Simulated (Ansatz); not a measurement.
Take SiO2 in the rutile structure (space group P4_2/mnm, No. 136; a = 4.185 Å, c = 2.669 Å) as the base.

The values are results of Kohn–Sham DFT with the r2SCAN functional, run in Ansatz (an electronic-structure program) with PAW and 500 eV plane waves, scalar-relativistic without spin-orbit coupling, not measurements.

Base values:

| Property | Result |
|---|---|
| Gap character | direct at Γ |
| Band gap | 6.51 eV |
| Valence-band top at Γ | 0.00, -0.88, -0.88 eV |
| Lattice parameter a | 4.185 Å |
| Electron mass | 0.38 mₑ along c, 0.48 mₑ across (at Γ) |

The change: hydrostatic tension (pressure −2 GPa).

Q: Predict the new gap character, band gap, valence-band top at Γ, lattice parameter a and electron mass.

A: The gap character stays direct at Γ; the band gap shrinks by 0.107 eV, from 6.51 eV to 6.41 eV; the valence-band top at Γ (three highest levels, from the VBM) becomes 0.00, -0.87, -0.87 eV (base: 0.00, -0.88, -0.88 eV); the lattice parameter a goes up by 0.012 Å, from 4.185 Å to 4.197 Å; the electron mass goes from 0.38 mₑ along c, 0.48 mₑ across (at Γ) to 0.37 mₑ along c, 0.48 mₑ across (at Γ).

Load acts through the strain it causes; cell and atoms are relaxed under it. Masses are band curvatures over ±0.01 Å⁻¹ around the edge. Stability against distortions was not tested.
